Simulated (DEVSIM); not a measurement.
System: Ge p-i-n diode, at 300 K.

```tsv
layer (left to right)	material	thickness (μm)	Nd (cm⁻³)	Na (cm⁻³)	τn (s)	τp (s)
1	Ge	0.790	-	1.7e18	2.9e-5	2.9e-5
2	Ge	0.470	6.3e12	-	2.9e-5	2.9e-5
3	Ge	0.380	1.3e17	-	2.9e-5	2.9e-5
```

Left contact: ohmic. Right contact: ohmic. Voltage is applied to the left contact. Recombination: SRH at mid-gap, radiative, Auger. Mobility is constant in doping. Where it depends on doping, it is μmin + (μ − μmin)/(1 + (N/Nref)^α).

The device is made up for the run: typed textbook-type constants, with dimensions and the other settings drawn at random. Values at 300 K. The table also holds parameters that only a changed run uses.

```csv
parameter,Ge
gap (eV),0.664
affinity (eV),4
permittivity,16
Nc (cm⁻³),1.04e19
Nv (cm⁻³),6e18
μn (cm²/Vs),3900
μp (cm²/Vs),1900
"μn,min",150
"μp,min",100
"Nref,n",2.6e17
"Nref,p",4e17
αn,0.56
αp,0.6
B (cm³/s),6.4e-14
Cn (cm⁶/s),1e-31
Cp (cm⁶/s),1e-31
```

DEVSIM, 1D drift-diffusion, Boltzmann statistics, complete ionisation; no tunnelling, impact ionisation, image-force lowering or self-heating.

Base results: dark forward voltage at 1 A/cm² (V) 0.186; dark forward voltage at 100 A/cm² (V) 0.307.

Q: What follows from this one change: thickness of layer 3 0.38 → 0.076 μm?

A: dark forward voltage at 1 A/cm² 0.186 → 0.145 V; dark forward voltage at 100 A/cm² 0.307 → 0.268 V.

Q: What follows from this one change: doping-dependent mobility in place of the constant one?

A: dark forward voltage at 1 A/cm² 0.186 → 0.197 V; dark forward voltage at 100 A/cm² 0.307 → 0.317 V.
